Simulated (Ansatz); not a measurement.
**ZrIr under a change: biaxial strain −1.21 %, plane normal [001], relaxed out of plane**

Consider ZrIr in the CsCl type structure (space group Pm-3m, No. 221; a = 3.2690 Å; relaxed with 0.1 eV smearing). Axes: x, y, z lie along the cube axes.

Now apply this change: biaxial strain −1.21 %, plane normal [001], relaxed out of plane (Cartesian); in-plane vectors clamped, the third vector and the atoms free.

Calculations: PBEsol (Ansatz, a quantum-chemistry and plane-wave program, PAW, no spin-orbit coupling). Γ-centred 18×18×18 mesh, Fermi–Dirac width 0.1 eV.

The shortest interatomic distance rises by 0.004 bohr, from 5.350 bohr to 5.354 bohr and the energy decreases by 1.2 meV/atom. The pressure (mean of the normal stresses, compression positive) goes from zero to -0.4 GPa and the band gap is still zero. The out-of-plane strain amounts to +2.59 % and the ratio −ε⊥/ε∥ amounts to 2.14. The mean in-plane stress (compression positive) amounts to -0.6 GPa.

Final structure (turned so that z lies along the plane normal):

```yaml
crystal:
  lattice:
    - [3.22946, 0.00000, 0.00000]
    - [0.00000, 3.22946, 0.00000]
    - [0.00000, 0.00000, 3.35371]
  atoms:
    - { symbol: Zr, position: [0.50000, 0.50000, 0.50000] }
    - { symbol: Ir, position: [0.00000, 0.00000, 0.00000] }
```

Cost of the whole job for the changed cell (relaxation, final SCF and bands): very roughly 110 core-seconds.

Stability against distortions was not tested. All final runs are without spin polarisation. An odd electron count without spin: ZrIr. Under biaxial strain −1.21 %, plane normal [001], relaxed out of plane the cell ends below the base's energy or with stress of the wrong sign: the atoms slid into a distortion or the cell is elastically unstable, so the base is not a stable minimum at this level.
